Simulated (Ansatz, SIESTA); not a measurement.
A SIESTA input for a self-consistent single point of ScAl3 (Pm-3m, 4 atoms in the cell) (DFT, GGA PBE, numerical atomic orbitals DZP, PseudoDojo PBE standard norm-conserving potentials (rewritten from UPF to PSML)):

```
# files in the folder: Sc.psml Al.psml (PseudoDojo PBE standard)
SystemName  ScAl3
SystemLabel ScAl3

NumberOfAtoms                4
NumberOfSpecies              2
%block ChemicalSpeciesLabel
  1 21 Sc
  2 13 Al
%endblock ChemicalSpeciesLabel
LatticeConstant              1.0 Bohr
%block LatticeVectors
     7.554894500    0.000000000    0.000000000
     0.000000000    7.554894500    0.000000000
     0.000000000    0.000000000    7.554894500
%endblock LatticeVectors
AtomicCoordinatesFormat      Ang
%block AtomicCoordinatesAndAtomicSpecies
     0.000000000    0.000000000    0.000000000  1
     1.998939000    0.000000000    1.998939000  2
     0.000000000    1.998939000    1.998939000  2
     1.998939000    1.998939000    0.000000000  2
%endblock AtomicCoordinatesAndAtomicSpecies

XC.functional                GGA
XC.authors                   PBE
PAO.BasisSize                DZP
PAO.EnergyShift              0.01 Ry
MeshCutoff                   300 Ry
%block kgrid.MonkhorstPack
    7   0   0  0.0
    0   7   0  0.0
    0   0   7  0.0
%endblock kgrid.MonkhorstPack
OccupationFunction           FD
ElectronicTemperature        1160.45 K

MaxSCFIterations             150
SCF.Mixer.Method             Pulay
SCF.Mixer.Weight             0.2
SCF.Mixer.History            6
SCF.DM.Tolerance             1.0E-04
Diag.ParallelOverK           true
WriteForces                  true
```

### Question
Translate this input to Ansatz (a quantum-chemistry and plane-wave program).

### Answer
One input that does it (others would too):

Ansatz 0.2 input:
```yaml
crystal:
  lattice:
    - [3.99787800, 0.00000000, 0.00000000]
    - [0.00000000, 3.99787800, 0.00000000]
    - [0.00000000, 0.00000000, 3.99787800]
  atoms:
    - { symbol: Sc, position: [0.00000000, 0.00000000, 0.00000000] }
    - { symbol: Al, position: [0.50000000, 0.00000000, 0.50000000] }
    - { symbol: Al, position: [0.00000000, 0.50000000, 0.50000000] }
    - { symbol: Al, position: [0.50000000, 0.50000000, 0.00000000] }
kpoints:
  mp_grid: { grid: [7, 7, 7] }
hamiltonian:
  xc: pbe
  pseudopotentials: { kind: paw }
scf:
  occupations: { method: fermi_dirac, width: 0.0073 Ry }
output:
  forces: true
  eigenvalues: true
  stress: true
```

Basis settings and potentials, where a program has them, do not carry over. This input uses DFT, PBE, plane waves, default PAW files. The width in Ry is rounded to four decimals. Both were run: pressure 7.14 GPa in SIESTA and 8.09 in Ansatz. Ansatz's pressure is the one without its finite-basis correction.

On SIESTA: the starting cell comes from a database of computed structures (which also holds hypothetical and non-ambient phases and stackings), without a prior relaxation at this level. Its lattice was rescaled by a random factor within 2.5 % of one. Values carry the incompleteness of an atom-centred basis. With a pressure of about 7 GPa the cell is away from its equilibrium volume at this level.

On Ansatz: the starting cell comes from a database of computed structures (which also holds hypothetical and non-ambient phases and stackings), without a prior relaxation at this level. Its lattice was rescaled by a random factor within 2.5 % of one. With a pressure of about 8 GPa the cell is away from its equilibrium volume at this level.
